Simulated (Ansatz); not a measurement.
**GaSb: response to strain**

The parent structure is GaSb in the zinc blende structure (space group F-43m, No. 216; a = 6.134 Å). Axes: x, y, z lie along the cube axes.

Strains are applied to the cell and any free atomic positions relax; under biaxial strain the out-of-plane vector relaxes too; under stress the whole cell relaxes.

Computed with Ansatz (a first-principles code) r2SCAN, no spin-orbit coupling, earlier PAW set.

Notes on the quantities. energy relative to the base: free energy F.

| change | electron mass | energy relative to the base | shortest interatomic distance | space group |
|---|---|---|---|---|
| base | 0.023 mₑ (at Γ) | 0 meV/atom | 2.656 Å | F-43m (No. 216) |
| biaxial strain −3.10 %, plane normal [001], relaxed out of plane | 0.043 mₑ out of plane, 0.031 mₑ in plane (at Γ) | +17 meV/atom | 2.625 Å | I-4m2 (No. 119) |
| biaxial strain −0.38 %, plane normal [001], relaxed out of plane | 0.026 mₑ out of plane, 0.024 mₑ in plane (at Γ) | +0.2 meV/atom | 2.652 Å | I-4m2 (No. 119) |
| biaxial strain −0.13 %, plane normal [001], relaxed out of plane | 0.024 mₑ (at Γ) | 0.0 meV/atom | 2.655 Å | I-4m2 (No. 119) |
| biaxial strain −0.89 %, plane normal [111], relaxed out of plane | 0.028 mₑ (at Γ) | +1.8 meV/atom | 2.640 Å | R3m (No. 160) |
| isotropic strain −4.05 % | 1.0 mₑ along k, 0.18 mₑ across (off the special points) | +82 meV/atom | 2.548 Å | F-43m (No. 216) |
| uniaxial strain ε_xx = −0.76 % | 0.025 mₑ along x, 0.027 mₑ across (at Γ) | +0.4 meV/atom | 2.649 Å | I-4m2 (No. 119) |
| uniaxial strain ε_zz = −0.30 % | 0.024 mₑ (at Γ) | +0.1 meV/atom | 2.653 Å | I-4m2 (No. 119) |
| uniaxial strain ε_zz = +1.39 % | – | +1.5 meV/atom | 2.668 Å | I-4m2 (No. 119) |
| uniaxial stress, 3 GPa compression along z | – | +15 meV/atom | 2.642 Å | I-4m2 (No. 119) |

Spin-orbit coupling, missing from the scalar runs, can matter with Sb. The levels and masses belong to the bands next to the band gap. Masses are band curvatures over ±0.01 Å⁻¹ around the edge. Along k means along the line from Γ to the band edge. Beyond what the load breaks, stability against distortions was not tested. k-point labels follow each cell's own Brillouin zone.
